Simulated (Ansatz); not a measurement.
Given:

End structure of the (10-10) surface of rhombohedral As in its 1x1 cell, outermost plane spacing 1.09 Å in the ideal cut:

```xyz
20
Lattice="3.7826 0.0000 0.0000 0.0000 10.1175 0.0000 0.0000 0.0000 26.0000" Properties=species:S:1:pos:R:3 pbc="T T T"
As     1.8913     9.3122     8.2088
As     1.8913     4.1585     8.3246
As     0.0000     5.4990     9.2803
As     0.0000     0.9953     8.4019
As     1.8913     2.1520     9.9198
As     1.8913     7.9251    10.2460
As     0.0000     9.1648    11.3800
As     0.0000     4.2546    11.4815
As     1.8913     5.6080    12.4945
As     1.8913     1.1191    12.4027
As     0.0000     2.2534    13.5973
As     0.0000     7.8821    13.5055
As     1.8913     9.2354    14.5185
As     1.8913     4.3252    14.6200
As     0.0000     5.5649    15.7540
As     0.0000     1.2205    16.0802
As     1.8913     2.3772    17.5981
As     1.8913     7.9910    16.7197
As     0.0000     9.3315    17.6754
As     0.0000     4.1778    17.7912
```

Slab: 20 atoms, 9.8 Å thick at the start (thin: gaps and levels are the slab's own); k 10x4x1, smearing 0.1 eV, dipole-corrected; all atoms relaxed; symmetry of the start imposed; no spin, no spin-orbit, no U.

Problem. Estimate the work function of the top face that PBE with D3(BJ) dispersion (Ansatz, a quantum-chemistry and plane-wave program) returns for this input.

Solution. 4.74 eV

Problem. What is the computed surface energy (mean of both faces) (PBE with D3(BJ) dispersion)?

Solution. 0.94 J/m^2
